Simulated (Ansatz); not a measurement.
The parent structure is YN in the rock salt structure (space group Fm-3m, No. 225; a = 4.8563 Å). Axes: x, y, z lie along the cube axes.

Now apply this change: biaxial strain +0.34 %, plane normal [111], relaxed out of plane (Cartesian); in-plane vectors clamped, the third vector and the atoms free.

Levels (all Ansatz, a program for electronic structure, PAW, earlier PAW set): PBEsol (420 eV, without spin-orbit coupling); HSE06+SOC (420 eV, spin-orbit coupling included).

The geometry is relaxed with PBEsol.

| Quantity | Value |
|---|---|
| PBEsol valence-band top at Γ | 0.00, -0.02, -0.02 eV |
| PBEsol lowest conduction level above the VBM at special points | F 0.07 eV; S₂ 2.38 eV; S₀ 2.38 eV; Γ 3.08 eV |

With HSE06+SOC at the same geometry, the valence-band top at Γ (three highest Kramers pairs, from the VBM) becomes 0.00, -0.02, -0.08 eV (PBEsol: 0.00, -0.02, -0.02 eV); the lowest conduction level above the VBM at special points goes from F 0.07 eV; S₂ 2.38 eV; S₀ 2.38 eV; Γ 3.08 eV to F 1.03 eV; S₂ 3.46 eV; S₀ 3.46 eV; Γ 4.27 eV.

Single points use the geometry relaxed with PBEsol. The hybrid gap comes from the SCF mesh plus the semilocal run's edge points and a few special points and is an upper bound. The spin-orbit shifts are approximate. The levels and masses belong to the bands next to the band gap. Stability against distortions was not tested. Labels are those of the standard path for the cell's own space group.
